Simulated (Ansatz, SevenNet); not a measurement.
For L1₂ (Cu3Au-type) Ni₃Fe, the machine-learned potential SevenNet-0 (trained on PBE and PBE+U data) gives:

| Quantity | Result |
|---|---|
| lattice parameter a | 3.535 Å |
| formation enthalpy | -0.037 eV/atom |

### Question
What does r²SCAN+rVV10 (Ansatz, an electronic-structure program, PAW) give for the same quantities?

### Answer

- lattice constant a: 3.502 Å (falls by 0.9 %)
- formation enthalpy: -0.131 eV/atom (moves by -0.094 eV/atom)

For comparison: lattice constant a 3.545 Å (measured, temperature not stated, copied from a table, unchecked, not corrected to a static lattice; as tabulated in Mineralogical Magazine 44, 225 (1981)).

Changes are worked out from the printed values.

Unless a cell is named, each level is at its own relaxed cell (SevenNet-0 11.04, r²SCAN+rVV10 10.74 Å³/atom).

Spin-polarised runs: r²SCAN+rVV10 (parallel moments).

Ansatz's density-functional and Hartree–Fock values are scalar-relativistic unless marked +SOC, with PAW data made under PBE.
